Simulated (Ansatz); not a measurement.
# A computed series for MgO: response to strain

The reference is MgO in the rock salt structure (space group Fm-3m, No. 225).

```
CELL_PARAMETERS angstrom
      0.00000     2.10705     2.10705
      2.10705     0.00000     2.10705
      2.10705     2.10705     0.00000
ATOMIC_POSITIONS crystal
  Mg 0.00000 0.00000 0.00000
  O  0.50000 0.50000 0.50000
```

Strains are applied to the cell and any free atomic positions relax.

Method: plane-wave PAW DFT at the PBEsol level (Ansatz, a program for electronic structure, 420 eV), scalar-relativistic without spin-orbit coupling.

Notes on the quantities. energy relative to the base: free energy F.

| isotropic strain (%) | energy relative to the base (meV/atom) |
|---|---|
| -3 | 41.0 |
| -2 | 17.7 |
| -1 | 4.3 |
| -0.5 | 1.1 |
| 0 | 0.0 |
| 1 | 4.0 |
| 1.5 | ? |
| 2.5 | 23.9 |
| 3 | 33.9 |

Fit ΔE = Aε² + Bε³ (ε in %) to the rows shown and predict the withheld row.

Least squares on the printed values gives A = 4.16 and B = -0.13 meV/atom (largest residual 0.0 meV/atom); this predicts 8.9 meV/atom, and the run gives 8.9 meV/atom, in agreement.

Whether these cells are dynamically stable was not tested.
